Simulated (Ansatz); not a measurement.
Density of states of HfO2 (P2_1/c, 12 atoms in the cell).

```xyz
12
Lattice="5.0178 0.0000 0.0000 0.0000 5.0734 0.0000 -0.8630 0.0000 5.1249" Properties=species:S:1:pos:R:3 pbc="T T T"
Hf     0.7747     2.3239     3.6280
Hf     3.3801     2.7495     1.4969
Hf     2.9486     4.8606     4.0594
Hf     1.2062     0.2128     1.0655
O      1.4034     3.7671     5.0151
O      2.7513     1.3062     0.1098
O      2.3198     1.2304     2.6722
O      1.8349     3.8429     2.4527
O      0.0442     1.6781     1.7745
O      4.1106     3.3953     3.3504
O      4.5421     4.2148     0.7880
O     -0.3873     0.8586     4.3370
```

Level of theory: PBEsol, PAW files made with PBE (plane waves; Ansatz, a program for electronic structure).

SCF settings: kpoints.mp_grid.grid = 3 3 3; hamiltonian.xc = pbesol; hamiltonian.pseudopotentials = {kind: paw} (the program's default PAW files); scf.occupations.method = fixed. Keys of the DOS step: output.dos.nscf_kmesh.grid = 5 5 5; output.dos.method = {smearing: {sigma: 0.02}} eV.

The starting cell comes from a database of computed structures (which also holds hypothetical and non-ambient phases and stackings), without a prior relaxation at this level. Its lattice was rescaled by a random factor within 2.5 % of one. Spin-orbit coupling is off.

Total DOS (both spins), as means of the tabulated values in each energy bin; the zero is the program's Fermi level or highest filled level, and the curve is cut to this window:

```
E (eV)  states/eV/cell
------  --------------
-7.88             0.00
-7.62             0.00
-7.38             0.00
-7.12             0.00
-6.88             0.00
-6.62             0.00
-6.38             0.00
-6.12             0.00
-5.88             0.26
-5.62             1.68
-5.38             4.64
-5.12             5.20
-4.88             9.06
-4.62             10.7
-4.38             10.8
-4.12             8.25
-3.88             7.30
-3.62             8.07
-3.38             7.42
-3.12             6.48
-2.88             9.30
-2.62             7.20
-2.38             9.79
-2.12             9.60
-1.88             8.67
-1.62             13.0
-1.38             11.3
-1.12             11.2
-0.88             12.7
-0.62             11.7
-0.38             5.10
-0.12             2.55
0.12              0.03
0.38              0.00
0.62              0.00
0.88              0.00
1.12              0.00
1.38              0.00
1.62              0.00
1.88              0.00
2.12              0.00
2.38              0.00
2.62              0.00
2.88              0.00
3.12              0.00
3.38              0.00
3.62              0.00
3.88              0.00
4.12              0.24
4.38              1.20
4.62              3.78
4.88              5.31
5.12              5.36
5.38              7.00
```

The gap on the SCF mesh is 4.33 eV.

Keys are those of Ansatz 0.2.
